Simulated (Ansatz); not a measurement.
Results of r²SCAN (plane waves, PAW; Ansatz, a program for electronic structure) for MgCu2 (Fd-3m, No. 227).

Run with plane-wave cutoff 560 eV, 14×14×14 k mesh, Fermi–Dirac smearing 0.05 eV, no spin polarisation, scalar-relativistic PAW data made under PBE.

Cell (relaxed at this level):

```
Cu2Mg
1.0
    0.00000     3.47862     3.47862
    3.47862     0.00000     3.47862
    3.47862     3.47862     0.00000
Mg Cu
2 4
Direct
  0.50000   0.50000   0.50000
  0.75000   0.75000   0.75000
  0.12500   0.62500   0.12500
  0.12500   0.12500   0.12500
  0.62500   0.12500   0.12500
  0.12500   0.12500   0.62500
```

Q: Predict the bulk modulus.

A: 
- bulk modulus = 104 GPa

Note: the run has no spin polarisation, so it can have missed a magnetic state; the bulk modulus is −V dP/dV from two relaxed cells at ±2 % in volume.

The computed numbers hold no vibrational or temperature effects.
